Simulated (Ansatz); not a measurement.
F on the 1x1 (111) surface of fcc Ir, one in a 2x2 cell: adsorption energies (eV for each) against ½ F2(g) in Ansatz (plane waves, PAW). Structures relaxed with PBE; the other functionals are single points on them, with slab and gas at the same level. No dispersion, zero-point or thermal terms. Rows are starts at which the adsorbate stayed.

Model: 17-atom slab, 6.6 Å thick at the start under the adsorbate (thin: gaps and levels are the slab's own), 6x6x1 mesh, Fermi-Dirac 0.1 eV, dipole correction, 8 atoms held, the rest relaxed; each run with such symmetry as its start has; no spin, no spin-orbit, no U, no dispersion correction.

| site | PBE | RPBE | r2SCAN |
|---|---|---|---|
| top Ir | -2.21 | -2.08 | -2.43 |
| hollow Ir-Ir-Ir over Ir at depth 2.2 Å | -1.76 | -1.59 | -1.98 |
| hollow Ir-Ir-Ir over Ir at depth 4.4 Å | -1.90 | -1.72 | -2.18 |
| bridge Ir-Ir (span 2.7 Å) | -1.96 | -1.78 | -2.22 |

RPBE moves the energies by 0.16 eV on average against PBE and puts 'top Ir' lowest, as PBE does. r2SCAN moves the energies by -0.24 eV on average against PBE and puts 'top Ir' lowest, as PBE does.

Ansatz is a program for electronic structure.
